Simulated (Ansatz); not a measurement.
An Ansatz (a quantum-chemistry and plane-wave program) run: GaS with a change (pressure 3 GPa); plane-wave PAW DFT at the PBEsol-D3(BJ) level (Ansatz, 420 eV), scalar-relativistic without spin-orbit coupling.

Input:

Ansatz 0.2 input:
```yaml
crystal:
  lattice:
    - [3.5341983053, 0, 0]
    - [-1.7670991527, 3.0607055144, 0]
    - [0, 0, 15.0389089223]
  atoms:
    - { symbol: Ga, position: [0.3333333333, 0.6666666667, 0.6695647932] }
    - { symbol: Ga, position: [0.6666666667, 0.3333333333, 0.1695647932] }
    - { symbol: Ga, position: [0.6666666667, 0.3333333333, 0.3304352068] }
    - { symbol: Ga, position: [0.3333333333, 0.6666666667, 0.8304352068] }
    - { symbol: S, position: [0.3333333333, 0.6666666667, 0.0969459199] }
    - { symbol: S, position: [0.6666666667, 0.3333333333, 0.5969459199] }
    - { symbol: S, position: [0.6666666667, 0.3333333333, 0.9030540801] }
    - { symbol: S, position: [0.3333333333, 0.6666666667, 0.4030540801] }
basis: { ecutwfc: 420, ecutrho_ratio: 4, xc_grid: 2, fft_grid_basis: typed }
kpoints: { mp_grid: { grid: [11, 11, 3] } }
hamiltonian:
  xc: pbesol
  dispersion: d3bj
  pseudopotentials: { kind: paw }
scf: { occupations: { method: fermi_dirac, width: 0.05 } }
relax: { f_tol: 0.01, max_steps: 60, cell: { stress_tol: 0.02, p_target: 3.0 } }
output: { forces: true, stress: true }
checkpoint: { write: state.ck, write_every: 1000 }
```

Output (explanatory and most iteration lines left out):

```
Relaxation: its limit of steps is 60 (relax.max_steps)
Pseudopotential: Ga, paw, valence charge 13
Pseudopotential: S, paw, valence charge 6
Crystal: 8 atoms, lattice volume = 162.678 Å³
Basis set: ecut = 420 eV, 3165 PW (Γ), exchange–correlation on 48×48×216 points (8 copies of the dense FFT grid, shifted against one another)
Bands: 46, of which v1, the nominal top of the filled ones, is band 38 counted from 1 (37 counted from 0)
Symmetry: 24 space group operations
Space group: P63/mmc (ITA 194), of the structure as read, at distance tolerance 5.5e-5 Å
k-points: 32 of 363
Functional: x = pbesol(κ = 0.804, μ = 0.12345679012345678), c = pbesol(β = 0.046)
SCF iter   1: F=—  HF=-18519.653496 eV  |F-HF|=—  |Δ(HF+E_count)|=         —  Δρ=5.29e-3  dr2=7.38e-2  ethr=1.77e-3  ⟨swp⟩=6.9  Hψ=5834  notcnv=0
SCF iter   2: F=—  HF=-18519.636386 eV  |F-HF|=—  |Δ(HF+E_count)|=   1.71e-2  Δρ=1.82e-3  dr2=6.79e-3  ethr=9.71e-5  ⟨swp⟩=2.1  Hψ=2219  notcnv=0  defer=72
SCF 1 converged in 7 iterations: F = -18519.635148 eV  dr2 = 3.52e-8
relax step   1: F+E_penalty+E_count = -18519.63514839 eV  Δ(F+E_penalty+E_count) = +0.000e0 eV  max|allowed force component| = 2.291e-3 eV/Å  Δτ_max = 0.0000 Å  P = -0.000 GPa  Ω = 162.678 Å³  (7 SCF iters, dr2 threshold 1.00e-7 eV, accepted)
[... steps on the carried basis left out ...]
relax step   8: F+E_penalty+E_count = -18519.55512558 eV  Δ(F+E_penalty+E_count) = +1.687e-3 eV  max|allowed force component| = 1.699e-4 eV/Å  Δτ_max = 0.0000 Å  P = +2.999 GPa  Ω = 153.332 Å³  stress off target by 1.41e-3 GPa  SCF on the basis re-selected at this cell (its energy is not comparable with the rows above)  (6 SCF iters)
SCF converged after 6 iterations
Free energy (F): -18519.555126 eV
Internal energy: -18519.555125 eV  (E = F + TS)
E sigma→0 (E₀):  -18519.555125 eV
Entropy (-TS):   -0.000001 eV (-0.000 meV/atom)
Fermi energy:    8.454151 eV
  E_disp       = -2.177006  (pairwise vdW)
--- Forces (eV/Å), atoms counted from 1 ---
  atom   1  Ga    -0.00000000    -0.00000000     0.00006235
  atom   2  Ga     0.00000000     0.00000000     0.00006235
  atom   3  Ga     0.00000000     0.00000000    -0.00006235
  atom   4  Ga    -0.00000000    -0.00000000    -0.00006235
  atom   5  S     -0.00000000    -0.00000000    -0.00016992
  atom   6  S      0.00000000     0.00000000    -0.00016992
  atom   7  S      0.00000000     0.00000000     0.00016992
  atom   8  S     -0.00000000    -0.00000000     0.00016992
--- Stress (GPa, compression-positive) ---
        2.998587       0.000000      -0.000000
       -0.000000       2.998587      -0.000000
       -0.000000      -0.000000       2.999637
  P = ⅓ Tr σ = 2.9989 GPa (29.989 kbar)
--- Relaxed structure (7 steps of the walk, 6 accepted, 1 SCFs on fresh bases) ---
  cell:  # Å, volume = 153.3315 Å³
    - [3.4853905586247658, 2.8468752096253618e-11, 0.0]
    - [-1.7426952793370378, 3.018436765865249, 0.0]
    - [0.0, 0.0, 14.574644457385483]
  atoms:
    - { symbol: Ga, position: [0.33333333333333326, 0.6666666666666665, 0.6679171854659771] }
    - { symbol: Ga, position: [0.6666666666666666, 0.3333333333333333, 0.16791718546597734] }
    - { symbol: Ga, position: [0.6666666666666666, 0.3333333333333333, 0.33208281453402266] }
    - { symbol: Ga, position: [0.33333333333333326, 0.6666666666666665, 0.8320828145340228] }
    - { symbol: S, position: [0.33333333333333326, 0.6666666666666665, 0.09234624875677995] }
    - { symbol: S, position: [0.6666666666666666, 0.3333333333333333, 0.5923462487567799] }
    - { symbol: S, position: [0.6666666666666666, 0.3333333333333333, 0.90765375124322] }
    - { symbol: S, position: [0.33333333333333326, 0.6666666666666665, 0.40765375124321995] }
```

Load acts through the strain it causes; cell and atoms are relaxed under it. No phonon test of stability was made. The cell was made from GaS in the beta-GaS type structure (space group P6_3/mmc, No. 194; layered, stacked along the Cartesian z axis) by this change: pressure 3 GPa.
